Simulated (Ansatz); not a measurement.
LiH (model structure, within 0.1 Å of P6₃/mmc, No. 194, 4 atoms in the cell), treated with PBEsol in Ansatz (plane waves, PAW).

Numerical settings: plane-wave cutoff 520 eV, 12×12×8 k mesh (along the axes of the cell as run), Fermi–Dirac smearing 0.01 eV, scalar-relativistic PAW data made under PBE.

Computed at the level's own relaxed cell.

```
CELL_PARAMETERS angstrom
      3.23329     0.00000     0.00000
     -1.61664     2.80011     0.00000
      0.00000     0.00000     4.04368
ATOMIC_POSITIONS crystal
  Li 0.66667 0.33333 0.06248
  Li 0.33333 0.66667 0.56248
  H  0.66667 0.33333 0.56272
  H  0.33333 0.66667 0.06272
```

Question: List the 3 lowest band energies at Γ above −25 eV (eV, relative to the valence band maximum), grouping those that round alike.

Answer: At Γ: -5.42, 0.00, 2.81.

A model structure was made by putting elements into a prototype or built by hand; it is no filed structure, need not be a known phase, and can be a saddle point held by its symmetry.

Ansatz is an electronic-structure program.
